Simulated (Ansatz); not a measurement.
Base system: Cu$_{3}$N (space group Pm-3m, No. 221; a = 3.7648 Å).

All numbers come from Kohn–Sham DFT with the PBEsol functional, run in Ansatz (an electronic-structure program) with PAW and 420 eV plane waves, no spin-orbit coupling, earlier PAW set.

Before the change:

```
Quantity                           Result
-----------------------------  ----------
Density                        6.37 g/cm³
Shortest interatomic distance     1.882 Å
```

Now apply this change: every Cu is replaced by Ga, then cell and atoms are relaxed.

### Question
What does the calculation give for the density and shortest interatomic distance after the change?

### Answer
The density falls by 1.66 g/cm³ to 4.71 g/cm³; the shortest interatomic distance increases by 0.260 Å (1.882 Å → 2.142 Å).

Whether these cells are dynamically stable was not tested. As relaxed here, Ga3N is a hypothetical phase, not in the database extracts checked. All final runs are without spin polarisation.
